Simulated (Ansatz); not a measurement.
Mg2Si, pressure series

The reference is Mg$_{2}$Si (space group Fm-3m, No. 225; a = 6.364 Å).

Cell and atoms are relaxed at each pressure.

The values are results of Ansatz (an electronic-structure program), PBE, PAW, cutoff 420 eV, no spin-orbit coupling, earlier PAW set, not measurements.

```csv
change,band gap,lattice parameter a
base,0.22 eV,12.027 bohr
pressure −2 GPa,0.27 eV,12.189 bohr
pressure −1 GPa,0.24 eV,12.104 bohr
pressure 0.9 GPa,0.20 eV,11.963 bohr
pressure 2.1 GPa,0.18 eV,11.883 bohr
pressure 4.5 GPa,0.13 eV,11.741 bohr
pressure 15 GPa,zero,11.288 bohr
pressure 22.5 GPa,zero,11.056 bohr
pressure 30 GPa,zero,10.866 bohr
```

A case with no gap was solved on a k-mesh chosen for an insulator, which is coarse for it. Load acts through the strain it causes; cell and atoms are relaxed under it. No phonon test of stability was made. No other phases were tried under pressure. The final runs are not spin-polarised. A zero or small gap of Mg2Si can be the functional's error rather than a property of the material.
